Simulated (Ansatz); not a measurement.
Cost and result by functional for the surface energy of the (311) surface of silicon in its 1x1 cell, relaxed from an ideal cut (the real face may reconstruct), outermost plane spacing 0.41 Å in the ideal cut (one of several cuts of this face), in Ansatz (plane waves, PAW). Single points on the PBE structure, on one kind of machine; costs are rough ratios of the slab run's core time (references not counted) to the cheapest single point. r2SCAN's cost holds its higher cutoff (500 against 420 eV). Differences are taken against r2SCAN for comparison alone: no measured value is at hand, so the table doesn't rank accuracy.

Set-up: 16 atoms, 12.0 Å thick at the start; mesh 7x4x1; 0.025 eV smearing; dipole correction on; all atoms relaxed; held to the part of the start's symmetry that mesh and held atoms allow; no spin (no spin-polarised run to compare, though such a face may carry moments), no spin-orbit, no U. The slab shows no gap over 0.04 eV on its mesh. These notes are the PBE run's.

| functional | relative cost | surface energy (J/m²) | less r2SCAN (J/m²) |
|---|---|---|---|
| LDA | 1 | 1.83 | -0.05 |
| PBEsol | 1 | 1.76 | -0.13 |
| RPBE | 1 | 1.55 | -0.33 |
| r2SCAN | 2 | 1.89 | 0.00 |
| PBE (the relaxed run's value) | – | 1.65 | -0.24 |

The values span 0.33 J/m², while the single points' costs differ by a factor of roughly 2. Differences are of unrounded values.

Ansatz is an electronic-structure program.
